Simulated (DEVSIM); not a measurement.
## abrupt GaAs n-p junction

Structure: abrupt GaAs n-p junction, at 400 K.

```tsv
layer (left to right)	material	thickness (μm)	Nd (cm⁻³)	Na (cm⁻³)	τn (s)	τp (s)
1	GaAs	52.0	1e15	-	4.1e-8	4.1e-8
2	GaAs	7.70	-	1.5e17	4.1e-8	4.1e-8
```

Left contact: ohmic. Right contact: ohmic. Voltage is applied to the left contact. Recombination: SRH at mid-gap, radiative. Mobility is μmin + (μ − μmin)/(1 + (N/Nref)^α).

The device is made up for the run: typed textbook-type constants, with dimensions and the other settings drawn at random. Values at 300 K; Nc and Nv go as T^1.5, mobilities as T to minus their exponent, the gap by Varshni's rule with the affinity fixed.

```tsv
parameter	GaAs
gap (eV)	1.424
affinity (eV)	4.07
permittivity	12.9
Nc (cm⁻³)	4.7e17
Nv (cm⁻³)	9e18
μn (cm²/Vs)	8500
μp (cm²/Vs)	400
μn,min	500
μp,min	20
Nref,n	6e16
Nref,p	1.5e17
αn	0.39
αp	0.38
T exponent of μn	2.1
T exponent of μp	2.2
B (cm³/s)	2e-10
Varshni α (eV/K)	0.000541
Varshni β (K)	204
```

Model (solved in DEVSIM): 1D drift-diffusion, Boltzmann statistics, complete ionisation; no tunnelling, impact ionisation, image-force lowering or self-heating.

| Item | Value |
|---|---|
| Potential step across the device at zero bias | 0.994 V |
| Largest field in the device at zero bias | 27000 V/cm |
| Dark forward voltage at 1 A/cm² | 0.815 V |
| Dark forward voltage at 100 A/cm² | 1.395 V |

Small-signal capacitance in reverse bias (quasi-static):

| V (V) | C (nF/cm²) |
|---|---|
| 0.04 | 9.99 |
| 0.1 | 9.67 |
| 0.2 | 9.19 |
| 0.3 | 8.78 |
| 0.4 | 8.42 |
| 0.6 | 7.82 |
| 0.8 | 7.34 |
| 1 | 6.93 |
| 1.3 | 6.43 |
| 1.6 | 6.03 |
| 2 | 5.60 |

Dark reverse current:

```csv
V (V),J (A/cm²)
0.04,8.5e-8
0.10,1.7e-7
0.20,2.8e-7
0.30,3.8e-7
0.40,4.7e-7
0.60,6.4e-7
0.80,7.8e-7
1.00,9.2e-7
1.30,1.1e-6
1.60,1.3e-6
2.00,1.5e-6
```
